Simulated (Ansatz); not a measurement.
The reference is KBr in the rock salt structure (space group Fm-3m, No. 225; a = 6.705 Å).

The values are results of PBE (Ansatz, a program for electronic structure, PAW, no spin-orbit coupling), not measurements.

Base values:

```
Property                                Value
-----------------------------  --------------
Electron mass                  0.39 mₑ (at Γ)
Pressure                             0.00 GPa
Width of the top valence band         0.49 eV
```

One thing is altered: every lattice vector is stretched by 1.50 %, atoms relaxed at fixed cell.

Question: What happens to the electron mass?

Answer: The electron mass goes from 0.39 mₑ (at Γ) to 0.40 mₑ (at Γ).

Question: What does the calculation give for the pressure after the change?

Answer: The pressure goes from zero to -0.54 GPa.

Question: How does this affect the width of the top valence band?

Answer: The width of the top valence band shrinks by 0.04 eV to 0.45 eV.

Question: Predict the new mean gap deformation potential ΔEg/Δln V.

Answer: The mean gap deformation potential ΔEg/Δln V amounts to -2.5 eV.

The cells carry an imposed strain or load. Effective masses come from finite differences of ±0.01 Å⁻¹. No phonon test of stability was made.
